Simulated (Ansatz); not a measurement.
HgS under a change: strain tensor (xx, yy, zz, yz, xz, xy) = (−1.80, +1.50, +0.33, +0.69, +0.73, +0.71) %

Start from HgS in the zinc blende structure (space group F-43m, No. 216; a = 5.876 Å). Axes: x, y, z lie along the cube axes.

Perturbation: the symmetric strain tensor [-0.0180 0.0070 0.0073; 0.0070 0.0150 0.0069; 0.0073 0.0069 0.0033], atoms relaxed at fixed cell.

All numbers come from PBEsol (Ansatz, a first-principles code; PAW; 420 eV plane waves; no SOC). Settings: 10×10×10 k-points, 0.05 eV Fermi–Dirac smearing.

```tsv
quantity	base	changed	shift
volume per atom	25.36 Å³	25.36 Å³	0.00 Å³
space group	F-43m (No. 216)	P1 (No. 1)	–
shortest interatomic distance	2.544 Å	2.541 Å	-0.003 Å
energy relative to the base (free energy F)	0 meV/atom	+1.9 meV/atom	+1.9 meV/atom
pressure (mean of the normal stresses, compression positive)	0.0 GPa	0.0 GPa	0.0 GPa
band gap	zero	zero	–
valley order (the lowest conduction-band minima on the path, energy above the VBM, named in the base's zone)	–	Γ 0.04 eV; L along [1-11] 1.42 eV; L along [11-1] 1.42 eV; L along [1-1-1] 1.42 eV	–
largest internal atomic displacement	–	0.020 Å	–
stress (xx, yy, zz, yz, xz, xy; compression positive) (rough)	–	(0.2, -0.3, -0.1, -0.3, -0.4, -0.3) GPa	–
```

Final structure:

```
HgS
1.0
    0.04216     3.00212     2.96775
    2.90649     0.04084     2.96907
    2.90576     3.00271     0.04157
S Hg
1 1
Direct
  0.75200   0.75183   0.75193
  0.99800   0.99817   0.99807
```

Without a gap, meshes like the base's 10×10×10 leave anisotropic stresses uncertain by several tenths of a GPa, and small strain energies with them. Spin-orbit coupling, missing from the scalar runs, can matter with Hg. No phonon test of stability was made. The final runs are not spin-polarised. Gaps under 0.05 eV, about the width of the smearing, are given as zero. The zero or small gap of HgS can change with the level of theory.
